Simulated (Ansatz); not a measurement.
An Ansatz (a first-principles code) input (plane-wave PAW DFT at the r2SCAN level (Ansatz, 500 eV), spin-orbit coupling left out, earlier PAW set):

Ansatz 0.2 input:
```yaml
crystal:
  lattice:
    - [-2.1571552809, 3.2297142507, 3.7729865812]
    - [2.1571552809, -3.2297142507, 3.7729865812]
    - [2.1571552809, 3.2297142507, -3.7729865812]
  atoms:
    - { symbol: Cs, position: [0.2541072484, 0.2541072484, 0] }
    - { symbol: Cs, position: [0.7458927516, 0.7458927516, 0] }
    - { symbol: O, position: [0.6157202373, 0, 0.6157202373] }
    - { symbol: O, position: [0.3842797627, 0, 0.3842797627] }
basis: { ecutwfc: 500, ecutrho_ratio: 4, xc_grid: 4, fft_grid_basis: typed }
kpoints: { mp_grid: { grid: [9, 9, 9] } }
hamiltonian:
  xc: r2scan
  dispersion: none
  pseudopotentials: { azcp: { folder: ./paw }, kind: paw }
scf: { occupations: { method: fermi_dirac, width: 0.05 }, convergence: { dr2_threshold: 0.0000000004 } }
output: { forces: true, stress: true }
```

### Question
Which symmetry and how many k-points will the program report, and about how many plane waves at Γ?

### Answer
Space group Immm (ITA 71) with 8 operations, k-points 125 of 729, and 2665 plane waves at Γ.

Whether these cells are dynamically stable was not tested. The cell is Cs₂O₂ (space group Immm, No. 71; a cell from a computed database, its experimental status unchecked; with O–O pairs, as in a peroxide).
